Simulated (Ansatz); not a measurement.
The starting structures come from a database of crystals and need not be the phases stable at ambient conditions.

Inside the gap of an insulator the Bloch states are evanescent, with a wavenumber k + iκ along the transport direction.

Data:

```
CELL_PARAMETERS angstrom
      5.32211     0.00000     0.00000
      0.00000     5.64332     0.00000
      0.00000     0.00000     6.52297
ATOMIC_POSITIONS crystal
  Zn 0.26930 0.83246 0.25141
  Zn 0.76930 0.16754 0.24859
  Zn 0.26930 0.83246 0.74859
  Zn 0.76930 0.16754 0.75141
  Zn 0.27029 0.33323 0.00000
  Zn 0.77029 0.66677 0.50000
  W  0.77071 0.67020 0.00000
  W  0.27071 0.32980 0.50000
  N  0.88680 0.82682 0.76290
  N  0.38680 0.17318 0.73710
  N  0.88680 0.82682 0.23710
  N  0.38680 0.17318 0.26290
  N  0.88729 0.35650 0.00000
  N  0.38729 0.64350 0.50000
  N  0.42024 0.67108 0.00000
  N  0.92024 0.32892 0.50000
```

Space group of this cell: Pmn2_1. The cell is taken as given; by PBEsol its mean pressure is -2.6 GPa.

Transport runs along the normal of the first two printed cell vectors.

No gap correction and no spin-orbit coupling; mid-gap values are interpolated between computed energies.

### Question
Compute, with PBEsol run with Ansatz (a program for electronic structure), the band gap and the smallest decay constant κ at mid-gap.

### Answer
Gap 2.49 eV on a 6×6×6 mesh; κ = 0.302 1/Å, at the zone centre.
